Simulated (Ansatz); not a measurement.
An Ansatz (an electronic-structure program) run: Ge with a change (isotropic strain −1.50 %); PBEsol, PAW, 420 eV (Ansatz; no spin-orbit coupling).

Input:

Ansatz 0.2 input:
```yaml
crystal:
  lattice:
    - [0, 2.7955053231, 2.7955053231]
    - [2.7955053231, 0, 2.7955053231]
    - [2.7955053231, 2.7955053231, 0]
  atoms:
    - { symbol: Ge, position: [0, 0, 0] }
    - { symbol: Ge, position: [0.25, 0.25, 0.25] }
basis: { ecutwfc: 420, ecutrho_ratio: 4, xc_grid: 2, fft_grid_basis: typed }
kpoints: { mp_grid: { grid: [14, 14, 14] } }
hamiltonian:
  xc: pbesol
  dispersion: none
  pseudopotentials: { kind: paw }
scf: { occupations: { method: fermi_dirac, width: 0.05 }, convergence: { dr2_threshold: 0.0000000002 } }
relax: { f_tol: 0.005, max_steps: 50 }
output: { forces: true, stress: true }
checkpoint: { write: state.ck, write_every: 1000 }
```

Output (explanatory and most iteration lines left out):

```
Relaxation: its limit of steps is 50 (relax.max_steps)
Pseudopotential: Ge, paw, valence charge 14
Crystal: 2 atoms, lattice volume = 43.693 Å³
Basis set: ecut = 420 eV, 869 PW (Γ), exchange–correlation on 54×54×54 points (8 copies of the dense FFT grid, shifted against one another)
Bands: 18, of which v1, the nominal top of the filled ones, is band 14 counted from 1 (13 counted from 0)
Symmetry: 48 space group operations
Space group: Fd-3m (ITA 227), of the structure as read, at distance tolerance 3.5e-5 Å
k-points: 104 of 2744
Functional: x = pbesol(κ = 0.804, μ = 0.12345679012345678), c = pbesol(β = 0.046)
SCF iter   1: F=—  HF=-8506.974870 eV  |F-HF|=—  |Δ(HF+E_count)|=         —  Δρ=2.35e-3  dr2=2.53e-3  ethr=1.77e-3  ⟨swp⟩=6.0  Hψ=8945  notcnv=0
SCF iter   2: F=—  HF=-8506.973562 eV  |F-HF|=—  |Δ(HF+E_count)|=   1.31e-3  Δρ=1.16e-3  dr2=4.10e-4  ethr=9.05e-6  ⟨swp⟩=2.3  Hψ=3881  notcnv=0
SCF 1 converged in 7 iterations: F = -8506.973650 eV  dr2 = 7.33e-12
relax step   1: F+E_penalty+E_count = -8506.97364952 eV  Δ(F+E_penalty+E_count) = +0.000e0 eV  max|allowed force component| = 1.041e-17 eV/Å  Δτ_max = 0.0000 Å  (7 SCF iters, accepted)
SCF converged after 7 iterations
Free energy (F): -8506.973650 eV
Internal energy: -8506.973459 eV  (E = F + TS)
E sigma→0 (E₀):  -8506.973554 eV
Entropy (-TS):   -0.000191 eV (-0.095 meV/atom)
Fermi energy:    9.024230 eV
--- Forces (eV/Å), atoms counted from 1 ---
  atom   1  Ge    -0.00000000     0.00000000     0.00000000
  atom   2  Ge    -0.00000000     0.00000000     0.00000000
--- Stress (GPa, compression-positive) ---
        3.382292      -0.000000       0.000000
       -0.000000       3.382292       0.000000
        0.000000       0.000000       3.382292
  P = ⅓ Tr σ = 3.3823 GPa (33.823 kbar)
--- Relaxed structure (1 steps of the walk, 1 accepted, 0 SCFs on fresh bases) ---
  atoms:
    - { symbol: Ge, position: [0.0, 0.0, 0.0] }
    - { symbol: Ge, position: [0.25, 0.25, 0.25] }
```

No phonon test of stability was made. The cell was made from Ge in the diamond structure (space group Fd-3m, No. 227) by this change: isotropic strain −1.50 %.
